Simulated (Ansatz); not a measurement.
# Al2O3: response to strain

Start from Al2O3 in the corundum structure (space group R-3c, No. 167).

```xyz
10
Lattice="2.4044 1.3882 4.3746 -2.4044 1.3882 4.3746 0.0000 -2.7764 4.3746" Properties=species:S:1:pos:R:3 pbc="T T T"
Al     0.0000     0.0000     8.5023
Al     0.0000     0.0000     1.9404
Al     0.0000     0.0000     4.6215
Al     0.0000     0.0000    11.1835
O      0.7362     1.5013     5.4683
O     -1.6682    -0.1131     5.4683
O     -0.7362    -1.5013     7.6556
O     -0.9321     1.3882     7.6556
O      1.6682     0.1131     7.6556
O      0.9321    -1.3882     5.4683
```

Cartesian axes are those of the cell as printed.

Strains are applied to the cell and any free atomic positions relax; under biaxial strain the out-of-plane vector relaxes too.

Level of theory: Kohn–Sham DFT with the PBE functional, run in Ansatz (an electronic-structure program) with PAW and 420 eV plane waves, without spin-orbit coupling.

Candidates:
(a) biaxial strain +1.50 %, plane normal [001], relaxed out of plane
(b) biaxial strain +2.25 %, plane normal [001], relaxed out of plane
(c) biaxial strain +0.75 %, plane normal [001], relaxed out of plane

For the base:

Band gap: 5.85 eV

Question: Order them by band gap, lowest first.

Answer: (b) biaxial strain +2.25 %, plane normal [001], relaxed out of plane (5.19 eV), (a) biaxial strain +1.50 %, plane normal [001], relaxed out of plane (5.41 eV), (c) biaxial strain +0.75 %, plane normal [001], relaxed out of plane (5.63 eV)

Whether these cells are dynamically stable was not tested.
